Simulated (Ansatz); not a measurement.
We consider quartz-high SiO2 (high-temperature phase), described by r²SCAN in Ansatz (PAW).

Settings: plane-wave cutoff 500 eV, 12×12×8 k mesh (along the axes of the cell as run), Fermi–Dirac smearing 0.05 eV, scalar-relativistic PAW data made under PBE.

Cell (relaxed at this level):

```cif
data_O6Si3
_chemical_formula_sum 'Si3 O6'
_space_group_name_H-M_alt 'P6422'
_space_group_IT_number 181
_space_group_name_Hall 'P 64 2 (0 0 2)'
_cell_length_a 5.05968
_cell_length_b 5.05968
_cell_length_c 5.54108
_cell_angle_alpha 90.000
_cell_angle_beta 90.000
_cell_angle_gamma 120.000
loop_
_atom_site_label
_atom_site_type_symbol
_atom_site_symmetry_multiplicity
_atom_site_Wyckoff_symbol
_atom_site_fract_x
_atom_site_fract_y
_atom_site_fract_z
_atom_site_occupancy
Si1 Si 3 c 0.50000 0.00000 0.00000 1
O1 O 6 j 0.20825 0.41650 0.50000 1
```

### Question
Give the computed band gap.

### Answer

* **band gap**: 6.30 eV (on the SCF k mesh)

Note: symmetry holds this phase in the static calculation, where it need not be a minimum; held by symmetry at 0 K, a high-temperature phase can be a saddle point.

Static lattice: no zero-point or thermal effects.

Cost on a shared machine: very roughly 3 core-minutes.

Ansatz is a first-principles code.
